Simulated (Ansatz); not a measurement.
# WS2: pressure 10 GPa

The parent structure is WS2 (space group P6_3/mmc, No. 194; a = 3.115 Å, c = 11.772 Å; layered, stacked along the Cartesian z axis).

It is then changed as follows: cell and atoms relaxed at a pressure of 10 GPa.

Level of theory: PBEsol-D3(BJ) (Ansatz, a quantum-chemistry and plane-wave program), scalar-relativistic without spin-orbit coupling. Γ-centred 12×12×3 mesh, Fermi–Dirac width 0.05 eV.

```csv
quantity,base,changed,shift
volume per atom,16.48 Å³,14.99 Å³,-1.497 Å³
lattice parameter a,3.115 Å,3.047 Å,-0.0675 Å
c/a ratio,3.780,3.670,-0.110
shortest interatomic distance,2.389 Å,2.365 Å,-0.024 Å
enthalpy H = E + PV relative to the base's energy,–,+0.98 eV/atom,–
band gap,0.65 eV,0.23 eV,-0.427 eV
gap character,"indirect, Γ → K–Γ (44 % along)","indirect, Γ → K–Γ (44 % along)",–
smallest direct gap,1.92 eV,1.54 eV,-0.38 eV
mean gap deformation potential ΔEg/Δln V,–,+4.5 eV,–
width of the top valence band,2.05 eV,2.33 eV,+0.274 eV
electron mass,"0.39 mₑ along c, 0.46 mₑ across (off the special points)","0.31 mₑ along c, 0.40 mₑ across (off the special points)",–
hole mass,"0.96 mₑ along c, 0.46 mₑ across (at Γ)","1.3 mₑ along c, 0.30 mₑ across (at Γ)",–
"valence-band top at Γ (three highest levels, from the VBM)","0.00, -1.26, -1.60 eV","0.00, -0.92, -2.13 eV",–
```

Final structure:

```yaml
crystal:
  lattice:
    - [3.04726, 0.00000, 0.00000]
    - [-1.52363, 2.63900, 0.00000]
    - [0.00000, 0.00000, 11.18234]
  atoms:
    - { symbol: W, position: [0.66667, 0.33333, 0.25000] }
    - { symbol: W, position: [0.33333, 0.66667, 0.75000] }
    - { symbol: S, position: [0.66667, 0.33333, 0.89131] }
    - { symbol: S, position: [0.33333, 0.66667, 0.39131] }
    - { symbol: S, position: [0.33333, 0.66667, 0.10869] }
    - { symbol: S, position: [0.66667, 0.33333, 0.60869] }
```

Cost of the whole job for the changed cell (relaxation, final SCF and bands): about 19 core-seconds (a rough figure).

Spin-orbit coupling, missing from the scalar runs, can matter with W. Load acts through the strain it causes; cell and atoms are relaxed under it. Masses are band curvatures over ±0.01 Å⁻¹ around the edge. Whether these cells are dynamically stable was not tested. Competing high-pressure phases were not computed. The zero or small gap of WS2 under pressure 10 GPa can change with the level of theory.
